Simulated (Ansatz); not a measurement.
# Worked example: self-consistent single point of NaGa₄ (I4/mmm, 5 atoms in the cell) in Ansatz

Method: r2SCAN, default PAW files made with PBE (plane waves; Ansatz, an electronic-structure program).

Input as run:

Ansatz 0.2 input:
```yaml
crystal:
  lattice:
    - [-2.11500000, 2.11500000, 5.63600000]
    - [2.11500000, -2.11500000, 5.63600000]
    - [2.11500000, 2.11500000, -5.63600000]
  atoms:
    - { symbol: Ga, position: [0.75000000, 0.25000000, 0.50000000] }
    - { symbol: Ga, position: [0.25000000, 0.75000000, 0.50000000] }
    - { symbol: Na, position: [0.00000000, 0.00000000, 0.00000000] }
    - { symbol: Ga, position: [0.38880000, 0.38880000, 0.00000000] }
    - { symbol: Ga, position: [0.61120000, 0.61120000, 0.00000000] }
kpoints:
  mp_grid:
    grid: [7, 7, 7]
hamiltonian:
  xc: r2scan
  pseudopotentials:
    kind: paw
scf:
  occupations:
    method: cold
    width: 0.136 eV
output:
  forces: true
  eigenvalues: true
  stress: true
```

Log, with long lists cut:

```
WARN basis.ecutwfc = 500 eV, the default
WARN ansatz: RAYON_NUM_THREADS=1 ignored (pool sized by the plan → 1); use --threads N
basis.fft_grid_basis auto: the FFT boxes are laid along the combinations [[1, 0, 1], [0, 1, 1], [0, 0, 1]] of the cell's own vectors, 4.230, 4.230 and 6.381 Å …
Pseudopotentials: kind: paw
Pseudopotential: Ga, paw, valence charge 13
Pseudopotential: Na, paw, valence charge 9
Crystal: 5 atoms, lattice volume = 100.844 Å³
Basis set: ecut = 500 eV, 2541 PW (Γ), FFT grids on a1+a3, a2+a3, a3, exchange–correlation on 128×128×192 points (64 copies of the dense FFT grid, shifted against one another)
Bands: 37, of which v1, the nominal top of the filled ones, is band 31 counted from 1 (30 counted from 0)
Symmetry: 16 space group operations
Space group: I4/mmm (ITA 139), of the structure as read, at distance tolerance 4.7e-5 Å
k-points: 40 of 343
PAW frozen core: Ga, regenerated for the run's functional
PAW frozen core: Na, regenerated for the run's functional
Initial density: superposition of atomic densities (neutral atoms: chi_scale 0, normalization atom), corrected by the library's trained network
Initial wavefunctions: pseudopotential atomic-orbital guess
Eigensolver: davidson
Functional: x = r2scan, c = r2scan; τ floored in thin density (d = 2e-4 eV/Å³)
SCF iter   1: F=—  HF=-16650.579002 eV  |F-HF|=—  |Δ(HF+E_count)|=         —  Δρ=1.03e-2  dr2=6.46e-2  dr2_τ=5.04e-3  ethr=1.77e-3  ⟨swp⟩=5.3  Hψ=5060  notcnv=0
all-band conjugate gradients solve this SCF's bands
preconditioner: auto → Kerker (q_TF=auto, 2.509 Å⁻¹)
SCF iter   2: F=—  HF=-16650.595079 eV  |F-HF|=—  |Δ(HF+E_count)|=   1.61e-2  S|Δr|=    0.00e0  Δρ=3.49e-3  dr2=1.69e-2  dr2_τ=3.63e-4  ethr=1.06e-4  ⟨swp⟩=2.0  Hψ=3168  notcnv=0  defer=72
SCF iter   3: F=—  HF=-16650.593730 eV  |F-HF|=—  |Δ(HF+E_count)|=   1.35e-3  S|Δr|=    0.00e0  Δρ=2.44e-3  dr2=8.35e-3  dr2_τ=7.75e-5  ethr=2.77e-5  ⟨swp⟩=2.1  Hψ=2588  notcnv=0  defer=72
SCF iter   4: F=—  HF=-16650.592488 eV  |F-HF|=—  |Δ(HF+E_count)|=   1.24e-3  S|Δr|=    0.00e0  Δρ=5.15e-4  dr2=6.73e-4  dr2_τ=4.64e-6  ethr=1.37e-5  ⟨swp⟩=2.0  Hψ=1590  notcnv=0  defer=72
SCF iter   5: F=—  HF=-16650.592488 eV  |F-HF|=—  |Δ(HF+E_count)|=   2.48e-7  S|Δr|=    0.00e0  Δρ=2.62e-4  dr2=1.30e-4  dr2_τ=6.75e-7  ethr=1.10e-6  ⟨swp⟩=2.9  Hψ=2405  notcnv=0  defer=72
SCF iter   6: F=—  HF=-16650.592488 eV  |F-HF|=—  |Δ(HF+E_count)|=   2.38e-8  S|Δr|=    0.00e0  Δρ=1.03e-4  dr2=1.26e-5  dr2_τ=1.04e-7  ethr=2.13e-7  ⟨swp⟩=2.3  Hψ=2552  notcnv=0  defer=72
SCF iter   7: F=—  HF=-16650.592493 eV  |F-HF|=—  |Δ(HF+E_count)|=   5.47e-6  S|Δr|=    0.00e0  Δρ=6.53e-5  dr2=4.76e-6  dr2_τ=4.32e-8  ethr=2.06e-8  ⟨swp⟩=2.0  Hψ=2463  notcnv=0  defer=72
SCF iter   8: F=—  HF=-16650.592493 eV  |F-HF|=—  |Δ(HF+E_count)|=   4.31e-7  S|Δr|=    0.00e0  Δρ=2.52e-5  dr2=9.60e-7  dr2_τ=7.08e-9  ethr=7.81e-9  ⟨swp⟩=2.0  Hψ=2457  notcnv=0  defer=72
SCF iter   9: F=-16650.592493 eV  HF=-16650.592493 eV  |F-HF|=3.32e-8  |Δ(HF+E_count)|=   3.89e-7  S|Δr|=    0.00e0  Δρ=7.22e-6  dr2=7.81e-8  dr2_τ=6.22e-10  ethr=1.64e-10  ⟨swp⟩=7.2  Hψ=6852  notcnv=0
SCF 1 converged in 9 iterations: F = -16650.592493 eV  dr2 = 7.81e-8
SCF converged after 9 iterations
Stability not checked (fill_not_monotonic)
Free energy (F): -16650.592493 eV
Harris-Foulkes:  -16650.592493 eV  (|F-HF|=3.32e-8)
Internal energy: -16650.599523 eV  (E = F + TS)
E sigma→0 (E₀):  -16650.594836 eV
Entropy (-TS):   0.007030 eV (1.406 meV/atom)
Fermi energy:    7.694020 eV
--- Per-component energies (eV) ---
  E_band       = -456.187630
  E_kinetic    = 580.244475
  E_local      = -9154.644748  (includes V_loc(G=0)·N_el)
  E_nonlocal   = 1814.790438
  E_hartree    = 4157.918965
  E_xc         = -286.744455
  E_vxc        = -294.872433  (∫ρ·V_xc dr)
  E_paw        = -8273.376917  (= ΣΔE_a)
  E_vpaw       = -1735.772385  (= ΣTr[D̂ρ^β])
  E_aug_tail   = -0.000152  (compensation charges beyond the density's cutoff)
  E_vtau       = 18.222293  (kinetic-family band-sum trace: ∫τ·v_τ [+ j·A + Jᵃ·Aᵃ] dr)
  E_ewald      = -5486.148583
  E_core_change = -2.638547  (= ΣΔE_core)
  E_smearing   = 0.007030  (= −TS)
  E_closure    = 0.000000  (closes the sum)
  Σ components = -16650.592493   (vs F -16650.592493, Δ=0.00e0)
--- Forces (eV/Å), atoms counted from 1 ---
  atom   1  Ga     0.00000000    -0.00000000     0.00000000
  atom   2  Ga     0.00000000    -0.00000000     0.00000000
  atom   3  Na     0.00000000    -0.00000000     0.00000000
  atom   4  Ga     0.00000000     0.00000000     0.05492390
  atom   5  Ga    -0.00000000     0.00000000    -0.05492390
  max |Σ_I F_I| component: 2.28e-17 eV/Å
--- Stress (GPa, compression-positive) ---
       -1.324209       0.000000       0.000000
        0.000000      -1.324209      -0.000000
        0.000000       0.000000      -1.872358
  P = ⅓ Tr σ = -1.5069 GPa (-15.069 kbar)
  The stress holds the Pulay correction. Without it, at fixed plane waves, as pw.x and ABINIT print it: P = -1.5611 GPa
--- Band table (eV; the first three rows and the last of 40) ---
  k-point 0: bands = ["-47.2480", "-17.6692", "-17.6589", "-17.6589", "-7.7585", "-7.7355", "-7.7311", "-7.7311", "-7.6982", "-7.5787", "-7.5538", "-7.5538", "-7.5530", "-7.4173", "-7.4020", "-7.3590", "-7.3325", "-7.3189", "-7.3086", "-7.3086", [...]
  k-point 1: bands = ["-47.2479", "-17.6690", "-17.6599", "-17.6598", "-7.7525", "-7.7193", "-7.7117", "-7.7017", "-7.6874", "-7.5993", "-7.5931", "-7.5543", "-7.4948", "-7.4240", "-7.4012", "-7.3914", "-7.3660", "-7.3248", "-7.3193", "-7.3077", [...]
  k-point 2: bands = ["-47.2478", "-17.6685", "-17.6620", "-17.6618", "-7.7365", "-7.6996", "-7.6668", "-7.6559", "-7.6460", "-7.6277", "-7.6205", "-7.5753", "-7.5214", "-7.4347", "-7.4320", "-7.3938", "-7.3866", "-7.3518", "-7.3128", "-7.3125", [...]
  k-point 39: bands = ["-47.2479", "-17.6693", "-17.6599", "-17.6588", "-7.7673", "-7.7393", "-7.6729", "-7.6720", "-7.6394", "-7.6329", "-7.6007", "-7.5681", "-7.5572", "-7.5101", "-7.4359", "-7.3594", "-7.3556", "-7.3387", "-7.3133", "-7.3068", [...]
```

The run converged in 9 iterations.

The starting cell comes from a database of published, mostly measured structures (it also holds non-ambient and calculated ones), without a prior relaxation at this level. Ansatz's pressure includes its estimate of the finite-basis (Pulay) stress.
